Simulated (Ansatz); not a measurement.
**How the c axis length of MoSi2 (model structure, started from the Al2Cu type, I4/mcm, No. 140, 6 atoms in the cell) moves with the method**

No measured value is used here.

| level (code) | value (Å) |
|---|---|
| PBE (Ansatz) | … |
| PBEsol (Ansatz) | 5.094 |
| PBE-D3(BJ) (Ansatz) | 5.096 |

Question: What belongs in the gaps?

Answer: 
- PBE (Ansatz, a first-principles code), value (Å): 5.147

Ansatz's density-functional and Hartree–Fock values are scalar-relativistic unless marked +SOC, with PAW data made under PBE.

A model structure was made by putting elements into a prototype or built by hand; it is no filed structure, need not be a known phase, and can be a saddle point held by its symmetry.
